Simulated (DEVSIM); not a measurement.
System: abrupt Si n-p junction, at 300 K.

Layer 1 from the left is Si, thickness (μm) 4.90, Nd (cm⁻³) 2e16, τn (s) 3.1e-6, τp (s) 3.1e-6. Layer 2 from the left is Si, thickness (μm) 110, Na (cm⁻³) 1.9e16, τn (s) 3.1e-6, τp (s) 3.1e-6.

Left contact: ohmic. Right contact: ohmic. Voltage is applied to the left contact. Recombination: SRH at mid-gap. Mobility is μmin + (μ − μmin)/(1 + (N/Nref)^α).

The device is made up for the run: typed textbook-type constants, with dimensions and the other settings drawn at random. Values at 300 K.

Si: gap (eV) 1.124, affinity (eV) 4.05, permittivity 11.7, Nc (cm⁻³) 2.86e19, Nv (cm⁻³) 3.1e19, μn (cm²/Vs) 1417, μp (cm²/Vs) 470, μn,min 52, μp,min 45, Nref,n 9.7e16, Nref,p 2.2e17, αn 0.68, αp 0.72.

DEVSIM, 1D drift-diffusion, Boltzmann statistics, complete ionisation; no tunnelling, impact ionisation, image-force lowering or self-heating.

**Question.** What does the simulation give for the potential step across the device at zero bias, the dark forward voltage at 1 A/cm²?

**Answer.** potential step across the device at zero bias 0.745 V; dark forward voltage at 1 A/cm² 0.641 V.
